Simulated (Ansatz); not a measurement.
System: L1₂ (Cu3Au-type) Pt3Ti. Method: LDA (PAW; Ansatz, a program for electronic structure).

Settings: plane-wave cutoff 520 eV, 12×12×12 k mesh, Fermi–Dirac smearing 0.1 eV, perturbation theory, force constants from a 4×4×4 q mesh, no spin polarisation, scalar-relativistic PAW data made under PBE.

Computed at the level's own relaxed cell.

Harmonic phonon frequencies (cm⁻¹; i marks an imaginary mode):

```tsv
q point	frequencies
Γ	0 0 0 110 110 110 167 167 167 183 183 183
R	69 69 69 119 119 137 137 137 183 183 183 218
```

No imaginary mode appears at these points.
